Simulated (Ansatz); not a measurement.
Results of PBEsol (plane waves, PAW; Ansatz, a program for electronic structure) for ScRu3C (Pm-3m, No. 221, 5 atoms in the cell; start mp-7130).

Settings: plane-wave cutoff 520 eV, 14×14×14 k mesh, Fermi–Dirac smearing 0.05 eV, no spin polarisation, scalar-relativistic PAW data made under PBE.

Cell (relaxed at this level):

```xyz
5
Lattice="4.0323 0.0000 0.0000 0.0000 4.0323 0.0000 0.0000 0.0000 4.0323" Properties=species:S:1:pos:R:3 pbc="T T T"
Sc     0.0000     0.0000     0.0000
Ru     0.0000     2.0161     2.0161
Ru     2.0161     0.0000     2.0161
Ru     2.0161     2.0161     0.0000
C      2.0161     2.0161     2.0161
```

Task: Predict the bulk modulus B0.

Result: 
- bulk modulus B0: 260 GPa

Note: the run has no spin polarisation, so it can have missed a magnetic state; the bulk modulus is −V dP/dV from two relaxed cells at ±2 % in volume; the relaxation could not lower the start's symmetry, so the cell can be a saddle point above a distorted one.

Computed values are for the static lattice.

A start named mp-… is a Materials Project structure, which need not be a measured phase.
